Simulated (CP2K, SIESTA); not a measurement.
A CP2K input for a self-consistent single point of CuAgO₂ (C2/m, 4 atoms in the cell) (DFT LDA (Pade form), GPW, DZVP-MOLOPT-SR-GTH basis, GTH-PADE potentials (GTH_POTENTIALS)):

```
&GLOBAL
  PROJECT cuago2
  RUN_TYPE ENERGY_FORCE
  PRINT_LEVEL MEDIUM
&END GLOBAL
&FORCE_EVAL
  METHOD Quickstep
  STRESS_TENSOR ANALYTICAL
  &DFT
    BASIS_SET_FILE_NAME BASIS_MOLOPT
    POTENTIAL_FILE_NAME GTH_POTENTIALS
    &QS
      METHOD GPW
      EPS_DEFAULT 1E-10
    &END QS
    &MGRID
      CUTOFF 600
      REL_CUTOFF 50
      NGRIDS 5
    &END MGRID
    &SCF
      SCF_GUESS ATOMIC
      EPS_SCF 1E-7
      MAX_SCF 100
      ADDED_MOS 7
      &DIAGONALIZATION
        ALGORITHM STANDARD
      &END DIAGONALIZATION
      &MIXING
        METHOD BROYDEN_MIXING
        ALPHA 0.3
        NBUFFER 8
        BETA 1
      &END MIXING
      &SMEAR ON
        METHOD FERMI_DIRAC
        ELECTRONIC_TEMPERATURE [K] 1160.45
      &END SMEAR
    &END SCF
    &KPOINTS
      SCHEME MONKHORST-PACK 10 10 5
      GAMMA_CENTERED T
    &END KPOINTS
    &XC
      &XC_FUNCTIONAL PADE
      &END XC_FUNCTIONAL
    &END XC
    &PRINT
      &MO
        EIGENVALUES T
        OCCUPATION_NUMBERS T
        NDIGITS 8
        FILENAME mo
        &EACH
          QS_SCF 0
        &END EACH
        ADD_LAST NUMERIC
      &END MO
      &MULLIKEN ON
      &END MULLIKEN
    &END PRINT
  &END DFT
  &SUBSYS
    &CELL
      A 3.42825200 0.00000000 0.00000000
      B 2.35497700 2.49138400 0.00000000
      C -2.08902100 -0.89993900 5.30806100
      PERIODIC XYZ
    &END CELL
    &COORD
      Cu       1.84710400     0.79572250     2.65403050
      Ag       0.00000000     0.00000000     0.00000000
      O        4.47012634     1.92570643     1.50626847
      O       -0.77591834    -0.33426143     3.80179253
    &END COORD
    &KIND Cu
      BASIS_SET DZVP-MOLOPT-SR-GTH-q11
      POTENTIAL GTH-PADE-q11
    &END KIND
    &KIND Ag
      BASIS_SET DZVP-MOLOPT-SR-GTH-q11
      POTENTIAL GTH-PADE-q11
    &END KIND
    &KIND O
      BASIS_SET DZVP-MOLOPT-SR-GTH-q6
      POTENTIAL GTH-PADE-q6
    &END KIND
  &END SUBSYS
  &PRINT
    &FORCES ON
    &END FORCES
    &STRESS_TENSOR ON
    &END STRESS_TENSOR
  &END PRINT
&END FORCE_EVAL
```

**Question.** Write the same calculation as an input for SIESTA.

**Answer.** One input that does it (others would too):

```
# files in the folder: Cu.psml Ag.psml O.psml (PseudoDojo LDA standard)
SystemName  CuAgO2
SystemLabel cuago2

NumberOfAtoms                4
NumberOfSpecies              3
%block ChemicalSpeciesLabel
  1 29 Cu
  2 47 Ag
  3 8 O
%endblock ChemicalSpeciesLabel
LatticeConstant              3.428252 Ang
%block LatticeVectors
     0.918404190   -0.395643611    0.000000000
     0.918404190    0.395643611    0.000000000
    -0.663492940    0.000000000    1.548328711
%endblock LatticeVectors
AtomicCoordinatesFormat      Ang
%block AtomicCoordinatesAndAtomicSpecies
     2.011210500    0.000000000    2.654030500  1
     0.000000000    0.000000000    0.000000000  2
     4.867276218   -0.000000000    1.506268470  3
    -0.844855218   -0.000000000    3.801792530  3
%endblock AtomicCoordinatesAndAtomicSpecies

XC.functional                LDA
XC.authors                   PW92
PAO.BasisSize                TZP
PAO.EnergyShift              0.01 Ry
MeshCutoff                   400 Ry
%block kgrid.MonkhorstPack
   10   0   0  0.0
    0  10   0  0.0
    0   0   5  0.0
%endblock kgrid.MonkhorstPack
OccupationFunction           FD
ElectronicTemperature        0.1 eV

MaxSCFIterations             150
SCF.Mixer.Method             Pulay
SCF.Mixer.Weight             0.25
SCF.Mixer.History            6
SCF.DM.Tolerance             1.0E-05
Diag.ParallelOverK           true
WriteForces                  true
```

Basis, cutoffs, solver keys and any potentials are the target program's own. This input uses DFT, LDA PW92, numerical atomic orbitals TZP, PseudoDojo LDA standard norm-conserving potentials (rewritten from UPF to PSML). LDA parametrisations can differ slightly between programs.

The starting cell comes from a database of computed structures (which also holds hypothetical and non-ambient phases and stackings), without a prior relaxation at this level. Its lattice was rescaled by a random factor within 2.5 % of one. For this run, on top of that: lattice scaled by 0.98.
